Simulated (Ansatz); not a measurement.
**SiC: stress against strain**

SiC (4H polytype, P6_3mc, 10.138 Å³/atom and stress up to 0.01 GPa in the relaxed cell, c along z) under an equal strain ε in the (0001) plane with the normal axis free, as in a coherent film. LDA in Ansatz, a plane-wave DFT program (PAW, default set), 420 eV, 12×12×4 Γ-centred mesh, Fermi-Dirac smearing 0.05 eV; ions are relaxed, or left where forces stay under 0.02 eV/Å, within the symmetry of each cell. Stress is positive for a compressed cell.

Here s stands for strain and y for stress xx.

```
strain (%)  stress xx (GPa)
----------  ---------------
-1.50                  9.87
-0.75                  4.79
0.00                  -0.01
0.75                  -4.51
1.50                  -8.74
3.00                      ?
```

Taking a straight line for y over the 5 complete rows: Means: s 0, y 0.280. About the means, the sum of products is -34.890 and the sum of squares of s is 5.6250; the slope is their ratio. Least squares gives y = 0.280 - 6.2027·s. Residuals (row less fit): 0.286, -0.142, -0.290, -0.138, 0.284; standard error 0.309 (degrees of freedom: 3). The slope gives the biaxial elastic modulus of this plane = 620 ± 13 GPa (± standard error of the fit, which holds the terms cut off).

Estimate the missing y (s = 3.00); what did the run itself give?

y = 0.280 - 6.2027 × 3.00 = -18.328 GPa. The calculation gives -16.40 GPa, 1.928 GPa above the prediction (7.3 % of the range of y in the table). The row lies outside the fitted rows, so this is an extrapolation. From the scatter of the fitted rows alone, a prediction at this place has a standard error of 0.516 GPa, so the miss is 3.7 times that.

A polynomial of degree 2 through the 8 other runs of the series gives -16.33 there, so most of the miss is curvature that the fit leaves out. The start is a measured cell from the literature; how it stands against other phases or cation orders wasn't checked. Rows are the converged runs of the series near zero and its far end; series whose fitted rows scatter by over a few per cent of the range, as at a crossing or softening among them, aren't shown in this form, nor equations of state whose B0' disagrees with the runs' pressures. Most that stay on the fit to the last digits aren't either.
